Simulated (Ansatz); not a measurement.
LaN (model structure, within 0.1 Å of P4/nmm, No. 129, 8 atoms in the cell), treated with PBE0 in Ansatz (plane waves, PAW).

Settings: plane-wave cutoff 460 eV, 2×6×6 k mesh (along the axes of the cell as run), Fermi–Dirac smearing 0.01 eV, scalar-relativistic PAW data made under PBE.

Cell (relaxed with PBEsol):

```xyz
8
Lattice="10.5370 0.0000 0.0000 0.0000 3.7062 0.0000 0.0000 0.0000 3.7070" Properties=species:S:1:pos:R:3 pbc="T T T"
La     1.3361     0.9266     0.9271
La     3.9324     2.7797     2.7806
La     9.2009     2.7797     2.7799
La     6.6046     0.9266     0.9264
N      9.1415     0.9266     0.9287
N      6.6639     2.7797    -0.9248
N      1.3954     2.7797     2.7783
N      3.8731     0.9266     4.6318
```

Problem. Give the computed band gap.

Solution. 
band gap: 1.34 eV (on the SCF k mesh)

Note: cell and atoms aren't relaxed at this level (largest force component 0.11 eV/Å, pressure 3.1 GPa).

Spin–orbit coupling is not included.

Computed values are for the static lattice.

Computing time: roughly 6 core-minutes.

A model structure was made by putting elements into a prototype or built by hand; it is no filed structure, need not be a known phase, and can be a saddle point held by its symmetry.

Ansatz is a quantum-chemistry and plane-wave program.
